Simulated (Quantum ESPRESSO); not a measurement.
## Several settings converged on a (001) slab of Au (cut from a parent of space group no. 225; 4 atoms in the cell)

```yaml
crystal:
  lattice:
    - [2.87634, 0.00000, 0.00000]
    - [-2.87634, 2.87634, 0.00000]
    - [0.00000, 0.00000, 20.10160]
  atoms:
    - { symbol: Au, position: [0.00000, 0.00000, 0.44941] }
    - { symbol: Au, position: [0.00000, 0.50000, 0.34823] }
    - { symbol: Au, position: [0.00000, 0.00000, 0.65177] }
    - { symbol: Au, position: [0.00000, 0.50000, 0.55059] }
```

Base method: PBEsol, GBRV 1.5 ultrasoft (PBESOL) pseudopotentials (plane waves; Quantum ESPRESSO).

Base settings: ecutwfc = 40 Ry; ecutrho = 320 Ry; occupations = smearing; smearing = fermi-dirac; degauss = 0.0073499 Ry; mixing_mode = local-TF; potentials = {Au: au_pbesol_v1.uspp.F.UPF}; K_POINTS = automatic 7 7 1 0 0 0; conv_thr = 1e-11 Ry; mixing_beta = 0.4.

The count of work is k-points × plane waves × bands × iterations; it is no time. Core times come from one kind of shared machine, to one figure; runs under 30 s give none.

**The vacuum**

The mesh stays at the base's, so the ladder's end is converged at best in this setting alone.

Only quantities that move along the ladder and can be compared are tabulated.

```csv
vacuum between outermost atoms (Å),free energy less the last step's (meV/atom),largest difference of a force vector from the last step's (eV/Å)
3.0,-164.58,0.770
5.0,-12.41,0.055
7.0,-1.09,0.007
14.0,-0.09,0.001
30.0,0.00,0.000
```

Smallest vacuum between outermost atoms (Å) that holds the forces within 0.005 eV/Å of the last step, with all finer ones: 14.0; the step before is off by 0.007 eV/Å.

Smallest vacuum between outermost atoms (Å) that holds the free energy within 2 meV/atom of the last step, with all finer ones: 7.0; the step before is off by 12 meV/atom.

**The k-point mesh**

Only quantities that move along the ladder and can be compared are tabulated.

```csv
K_POINTS,free energy less the last step's (meV/atom),largest difference of a force vector from the last step's (eV/Å),count of work / last,core time / last (rough)
automatic 3 3 1 0 0 0,-76.75,0.374,0.060,0.3
automatic 5 5 1 0 0 0,3.12,0.100,0.12,0.4
automatic 7 7 1 0 0 0,-5.00,0.095,0.22,0.4
automatic 16 16 1 0 0 0,0.00,0.000,1.0,1
```

Coarsest K_POINTS that holds the forces within 0.02 eV/Å: not settled: the last two steps still differ by 0.095 eV/Å, over half the tolerance, so the ladder does not show it.

Coarsest K_POINTS that holds the free energy within 2 meV/atom: not settled: the last two steps still differ by 5.0 meV/atom, over half the tolerance, so the ladder does not show it.

**The plane-wave cutoff**

Moved along: ecutrho.

The mesh stays at the base's, so the ladder's end is converged at best in this setting alone.

Only quantities that move along the ladder and can be compared are tabulated.

| ecutwfc | free energy less the last step's (meV/atom) | largest difference of a force vector from the last step's (eV/Å) | count of work / last | core time / last (rough) |
|---|---|---|---|---|
| 20 Ry | 363.05 | 0.036 | 0.22 | 0.2 |
| 24 Ry | 17.90 | 0.006 | 0.32 | 0.3 |
| 28 Ry | 4.03 | 0.008 | 0.40 | 0.4 |
| 40 Ry | 1.54 | 0.003 | 0.69 | 0.8 |
| 48 Ry | 0.00 | 0.000 | 1.0 | 1 |

State of the free energy at the end of the ladder: still drifting one way, by 4.0 meV/atom over the last two steps, so the last step is no safe reference.

Coarsest ecutwfc that holds the forces within 0.02 eV/Å of the last step, with all finer ones: 24 Ry, at 0.32 of the last step's count of work and about 0.3 of the last step's time; the step before is off by 0.036 eV/Å.

On the base run: the starting cell has typed, rounded lattice constants, without a prior relaxation at this level. The slab is cut from that crystal, and its faces are unrelaxed. Its lattice was rescaled by up to half a per cent.
